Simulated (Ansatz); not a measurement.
# Mo under a change: H interstitial (started 1.58 Å from the nearest host atom), symmetric start

Take an 8-atom supercell of Mo in the bcc (W type) structure (space group Im-3m, No. 229; a = 3.151 Å) at its relaxed geometry as the base.

Now apply this change: one H atom is added in an open site, starting 1.58 Å from the nearest host atom, atoms relaxed at fixed cell.

Calculations: r2SCAN/PAW in Ansatz (an electronic-structure program), no SOC, earlier PAW set. Settings: 8×8×8 k-points, 0.05 eV Fermi–Dirac smearing.

The pressure increases by 6.9 GPa to 6.7 GPa and the largest displacement of a host atom from its site in the perfect cell amounts to 0.13 Å. The final site of the added atom comes out as 6 Mo at 1.71–2.21 Å (octahedral).

Final structure:

```yaml
crystal:
  lattice:
    - [-3.15088, 3.15088, 3.15088]
    - [3.15088, -3.15088, 3.15088]
    - [3.15088, 3.15088, -3.15088]
  atoms:
    - { symbol: Mo, position: [0.00000, 0.97863, 0.97863] }
    - { symbol: Mo, position: [0.00000, 0.00173, 0.49827] }
    - { symbol: Mo, position: [0.00000, 0.49827, 0.00173] }
    - { symbol: Mo, position: [0.00000, 0.52137, 0.52137] }
    - { symbol: Mo, position: [0.50346, 0.00173, 0.00173] }
    - { symbol: Mo, position: [0.50000, 0.00000, 0.50000] }
    - { symbol: Mo, position: [0.50000, 0.50000, 0.00000] }
    - { symbol: Mo, position: [0.49654, 0.49827, 0.49827] }
    - { symbol: H, position: [0.00000, 0.25000, 0.25000] }
```

In so small a cell the defect repeats every few ångströms: this is an ordered compound, not a dilute defect. The defect started on the symmetric site and kept its symmetry, so it may sit on a saddle. The final runs are not spin-polarised. The defect cell is not spin-polarised.
